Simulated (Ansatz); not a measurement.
The reference is Si in the diamond structure (space group Fd-3m, No. 227).

```
Si
1.0
    0.00000     2.72216     2.72216
    2.72216     0.00000     2.72216
    2.72216     2.72216     0.00000
Si
2
Direct
  0.00000   0.00000   0.00000
  0.25000   0.25000   0.25000
```

Cartesian axes are those of the cell as printed.

Calculations: plane-wave PAW DFT at the r2SCAN level (Ansatz, an electronic-structure program, 500 eV), no SOC.

For the base:

```
Item         Value
--------  --------
Pressure  0.00 GPa
```

It is then changed as follows: compressive biaxial strain of 1.25 % in the plane normal to [111], as in epitaxy on a mismatched substrate; the out-of-plane cell vector and the atoms relax.

Task: Predict the new pressure and out-of-plane strain.

Result: The pressure (mean of the normal stresses, compression positive) goes from zero to 2.00 GPa; the out-of-plane strain amounts to +0.54 %.

Stability against distortions was not tested.
